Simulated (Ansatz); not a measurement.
Gap of wurtzite CdS (P6_3mc) by level, uniaxial stress along c

```
CdS
1.0
    4.12381     0.00000     0.00000
   -2.06191     3.57133     0.00000
    0.00000     0.00000     6.71000
Cd S
2 2
Cartesian
  0.00000   2.38089  -0.00506
  2.06191   1.19044   3.34994
  0.00000   2.38089   2.52131
  2.06191   1.19044   5.87630
```

One set of cells (cell and atoms relaxed with PBEsol, then loaded; compression positive), bands by Ansatz (a program for electronic structure) at 2 levels. SOC is spin-orbit coupling.

```tsv
Level	gap at -1.60 GPa (eV)	gap unloaded (eV)	gap at 3.20 GPa (eV)
PBE+SOC	1.133	1.222	1.258
r2SCAN+SOC	1.594	1.688	1.730
```

Question: Do the levels agree better on the gap or on its shift under load?

Answer: Shifts from the unloaded gap: PBE+SOC -0.089 and 0.036 eV; r2SCAN+SOC -0.094 and 0.042 eV. The unloaded gaps spread over 0.466 eV and the shifts over 0.006 eV, so the levels agree better on the shift. Adding the shifts of PBE+SOC to the unloaded gap of r2SCAN+SOC gives 1.599 and 1.724 eV, against 1.594 and 1.730 eV computed.

 Gaps are resolved to about 0.01 eV; the mean electron masses of the levels agree within half at each load. Every relaxation keeps the wurtzite phase, so a transition, a distortion that breaks the symmetry or fracture can't show.
